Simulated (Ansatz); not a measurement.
**What isotropic strain −2.00 % does to Ge**

Start from Ge in the diamond structure (space group Fd-3m, No. 227; a = 5.674 Å).

The change: every lattice vector is shortened by 2.00 %, atoms relaxed at fixed cell.

Computed with r2SCAN, PAW, 500 eV (Ansatz, a quantum-chemistry and plane-wave program; without spin-orbit coupling). k-mesh 10×10×10 (Γ-centred); smearing 0.05 eV (Fermi–Dirac).

| quantity | base | changed | shift |
|---|---|---|---|
| volume per atom | 22.84 Å³ | 21.50 Å³ | -1.34 Å³ |
| space group | Fd-3m (No. 227) | Fd-3m (No. 227) | – |
| energy relative to the base (free energy F) | 0 meV/atom | +20 meV/atom | +20 meV/atom |
| pressure | 0.01 GPa | 5.00 GPa | +4.99 GPa |
| band gap | 0.36 eV | 0.65 eV | +0.29 eV |
| gap character | direct at Γ | indirect, Γ → L | – |
| smallest direct gap | 0.36 eV | 0.96 eV | +0.60 eV |
| electron mass | – | 1.7 mₑ along k, 0.085 mₑ across (at L) | – |
| valley order (the lowest conduction-band minima on the path, energy above the VBM, named in the base's zone) | Γ 0.36 eV; L along ⟨111⟩ 0.44 eV; a point along ⟨100⟩, about 0.9 Å⁻¹ from Γ 0.79 eV | L along ⟨111⟩ 0.65 eV; a point along ⟨100⟩, about 0.9 Å⁻¹ from Γ 0.71 eV; Γ 0.96 eV | – |

Masses are band curvatures over ±0.01 Å⁻¹ around the edge. Along k means along the line from Γ to the band edge. Stability against distortions was not tested. The real Ge has an indirect gap at ambient pressure; r2SCAN orders its close-lying valleys differently.
